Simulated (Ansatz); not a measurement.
Consider SiGe in the wurtzite structure (space group P6_3mc, No. 186; a = 3.900 Å, c = 6.443 Å; a model cell, its experimental status unchecked).

One thing is altered: hydrostatic tension (pressure −2 GPa).

Levels (all Ansatz, a program for electronic structure, PAW, earlier PAW set): PBEsol (420 eV, scalar-relativistic without spin-orbit coupling); r2SCAN (500 eV, spin-orbit coupling left out); HSE06 (420 eV, scalar-relativistic without spin-orbit coupling); PBEsol+SOC (420 eV, spin-orbit coupling included).

At the geometry relaxed with PBEsol, these levels gave the following band gaps, in shuffled order: (a) 1.01 eV, (b) 0.27 eV, (c) 0.33 eV, (d) 0.69 eV.

Question: Match each gap to its level.

Answer: (a) HSE06; (b) PBEsol+SOC; (c) PBEsol; (d) r2SCAN.

Single points use the geometry relaxed with PBEsol. Differences between runs with and without spin-orbit coupling are approximate. Load acts through the strain it causes; cell and atoms are relaxed under it. No phonon test of stability was made. The zero or small gap of SiGe under pressure −2 GPa can change with the level of theory.
